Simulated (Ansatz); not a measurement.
# Te: Te → Pd

Start from Te (space group P3_121, No. 152; a = 4.521 Å, c = 5.955 Å; made of chains).

Now apply this change: full substitution Te → Pd; the structure is relaxed again.

Level of theory: PBE (Ansatz, a first-principles code; PAW; 420 eV plane waves; no spin-orbit coupling), earlier PAW set. Γ-centred 20×20×20 mesh, Fermi–Dirac width 0.05 eV, for the changed cell.

```tsv
quantity	base	changed	shift
volume per atom	35.14 Å³	15.32 Å³	-19.82 Å³
density	6.03 g/cm³	11.53 g/cm³	+5.50 g/cm³
space group	P3_121 (No. 152)	Fm-3m (No. 225)	–
shortest interatomic distance	2.889 Å	2.788 Å	-0.1015 Å
band gap	0.23 eV	zero	–
```

Spin-orbit coupling, missing from the scalar runs, can matter with Te. Whether these cells are dynamically stable was not tested. The final runs are not spin-polarised. No dispersion term is included, though the crystal is made of layers, chains or molecules, so its spacings can come out too wide. The zero or small gap of Te can change with the level of theory.
